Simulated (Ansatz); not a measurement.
The parent structure is Mg$_{3}$Sb$_{2}$ (space group P-3m1, No. 164; a = 4.5669 Å, c = 7.2470 Å).

All numbers come from r2SCAN (Ansatz, a program for electronic structure, PAW, scalar-relativistic without spin-orbit coupling).

One change was made to it. Results:

```tsv
quantity	base	after
lattice parameter a	456.7 pm	459.9 pm
band gap	0.61 eV	0.63 eV
```

Question: Name the change that was made.
A) pressure 18 GPa
B) pressure −1 GPa
C) pressure −2 GPa
D) pressure 4.2 GPa
E) pressure 60 GPa

Answer: B, pressure −1 GPa. For comparison, the lattice parameter a in the other runs: pressure −2 GPa gives 463.5 pm; pressure 4.2 GPa gives 445.7 pm; pressure 18 GPa gives 423.2 pm; pressure 60 GPa gives 390.2 pm.

With Sb present, leaving out spin-orbit coupling can change the band edges. Load acts through the strain it causes; cell and atoms are relaxed under it. Whether these cells are dynamically stable was not tested. Competing high-pressure phases were not computed. All final runs are without spin polarisation.
